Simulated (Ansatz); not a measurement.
Defect: Zr-vacancy pair (Zr on one host Cu site, one Cu site vacant) in fcc Cu, neutral cell. Computed with PBE, PAW (plane waves to 420 eV; Ansatz, a first-principles code).

32-site cell at the relaxed PBE lattice, a 3×3×3 k-point mesh shifted by half a step, smearing 0.10 eV, spin-restricted, no finite-size correction. Energies are static. Forms of the defect that were not tried may lie lower.

Barriers: single points on a 5×5×5 k-point mesh shifted by half a step at the bands' geometries.

Relaxed starting cell (atoms counted from 1):

```
Cu30Zr
1.0
    7.26000     0.00000     0.00000
    0.00000     7.26000     0.00000
    0.00000     0.00000     7.26000
Zr Cu
1 30
Direct
  0.99970   0.04101   0.04156
  0.99980   0.00440   0.48902
  0.99974   0.48797   0.00547
  0.99974   0.49808   0.49858
  0.49966   0.99770   0.99850
  0.49972   0.99946   0.51390
  0.49983   0.51332   0.00007
  0.49968   0.50047   0.50130
  0.99966   0.25641   0.74416
  0.99963   0.74355   0.25707
  0.99976   0.75519   0.75592
  0.49965   0.25596   0.25680
  0.49971   0.25427   0.74089
  0.49997   0.74011   0.25506
  0.49962   0.75047   0.75122
  0.27354   0.99527   0.26374
  0.24621   0.00336   0.75069
  0.24518   0.49542   0.25171
  0.24857   0.50304   0.74884
  0.72590   0.99560   0.26377
  0.75317   0.00329   0.75061
  0.75424   0.49541   0.25184
  0.75087   0.50324   0.74871
  0.27367   0.26309   0.99641
  0.24490   0.25093   0.49594
  0.24616   0.74987   0.00397
  0.24871   0.74793   0.50385
  0.72575   0.26305   0.99630
  0.75456   0.25101   0.49596
  0.75326   0.74985   0.00398
  0.75074   0.74816   0.50398
```

End state 1 differs by these moves (Å; atoms that move under 0.08 Å are left out):

```csv
atom,element,Δx,Δy,Δz
1,Zr,0.00,1.24,1.24
2,Cu,0.00,-0.05,0.16
3,Cu,0.00,0.16,-0.06
9,Cu,0.00,-0.06,0.16
10,Cu,0.00,0.16,-0.05
```

**Question.** Predict the forward and backward barriers to end state 1 from PBE, PAW.

**Answer.** forward 0.19 eV, backward 0.19 eV; at the saddle point atom 1 has neighbours 4 Cu at 2.52, 2 Cu at 2.84, 2 Cu at 2.86 Å. The saddle point's order was not checked, and it lies on a symmetry element of the cell, where a band can be held.

End state 2 differs by these moves (Å; atoms that move under 0.08 Å are left out):

| atom | element | Δx | Δy | Δz |
|---|---|---|---|---|
| 1 | Zr | -0.03 | -0.28 | -0.26 |
| 3 | Cu | -0.01 | 0.10 | -0.03 |
| 6 | Cu | 0.00 | 0.02 | -0.08 |
| 7 | Cu | 0.00 | -0.08 | 0.03 |
| 11 | Cu | -0.01 | -0.07 | -0.09 |
| 16 | Cu | -0.10 | 0.05 | -0.04 |
| 17 | Cu | 0.07 | -0.01 | -0.04 |
| 20 | Cu | 0.10 | 0.05 | -0.02 |
| 21 | Cu | -0.07 | -0.01 | -0.06 |
| 22 | Cu | 1.74 | -1.67 | 0.05 |
| 24 | Cu | -0.12 | -0.03 | 0.05 |
| 26 | Cu | 0.08 | -0.04 | -0.01 |
| 28 | Cu | 0.12 | 0.01 | 0.07 |
| 30 | Cu | -0.08 | -0.08 | 0.02 |

**Question.** Estimate the forward and backward barriers to end state 2 that PBE, PAW returns for this input.

**Answer.** forward 0.58 eV, backward 0.43 eV; at the saddle point atom 22 has neighbours Cu at 2.35, Cu at 2.37, Cu at 2.38, Cu at 2.39, Cu at 2.68, Cu at 2.79, 2 Cu at 2.87; Zr at 2.99 Å. The saddle point's order was not checked.

End state 3 differs by these moves (Å; atoms that move under 0.08 Å are left out):

```tsv
atom	element	Δx	Δy	Δz
1	Zr	0.00	-0.28	-0.27
2	Cu	0.00	-0.01	0.11
3	Cu	0.00	0.11	-0.01
4	Cu	0.00	-1.68	-1.68
11	Cu	0.00	-0.12	-0.11
16	Cu	-0.12	0.06	-0.01
17	Cu	0.08	0.00	-0.04
18	Cu	0.04	0.05	0.05
20	Cu	0.12	0.05	-0.01
21	Cu	-0.08	0.00	-0.04
22	Cu	-0.04	0.05	0.04
24	Cu	-0.12	-0.01	0.05
25	Cu	0.04	0.05	0.06
26	Cu	0.08	-0.04	0.00
28	Cu	0.12	-0.01	0.05
29	Cu	-0.04	0.05	0.06
30	Cu	-0.08	-0.04	0.00
```

**Question.** Estimate the forward and backward barriers to end state 3 that PBE, PAW returns for this input.

**Answer.** forward 0.69 eV, backward 0.61 eV; at the saddle point atom 4 has neighbours 4 Cu at 2.36, 2 Cu at 2.72, 2 Cu at 2.76 Å. The saddle point's order was not checked, and it lies on a symmetry element of the cell, where a band can be held.

End state 4 differs by these moves (Å; atoms that move under 0.08 Å are left out):

| atom | element | Δx | Δy | Δz |
|---|---|---|---|---|
| 1 | Zr | 0.00 | -0.29 | -0.29 |
| 2 | Cu | 0.00 | -0.02 | 0.09 |
| 3 | Cu | 0.00 | -1.63 | 1.82 |
| 6 | Cu | 0.00 | 0.02 | -0.09 |
| 7 | Cu | 0.00 | -0.09 | 0.01 |
| 11 | Cu | 0.00 | -0.10 | -0.06 |
| 16 | Cu | -0.12 | 0.05 | -0.04 |
| 17 | Cu | 0.08 | -0.01 | -0.05 |
| 20 | Cu | 0.12 | 0.04 | -0.03 |
| 21 | Cu | -0.08 | -0.01 | -0.05 |
| 24 | Cu | -0.14 | -0.01 | 0.04 |
| 26 | Cu | 0.06 | -0.06 | -0.02 |
| 28 | Cu | 0.15 | 0.00 | 0.04 |
| 30 | Cu | -0.06 | -0.07 | -0.02 |

**Question.** What is the computed forward and backward barriers to end state 4 (PBE, PAW)?

**Answer.** forward 0.85 eV, backward 0.44 eV; at the saddle point atom 3 has neighbours 2 Cu at 2.34, 2 Cu at 2.42, Cu at 2.64, Cu at 2.77, Cu at 2.98; Zr at 2.72 Å. The saddle point's order was not checked, and it lies on a symmetry element of the cell, where a band can be held.
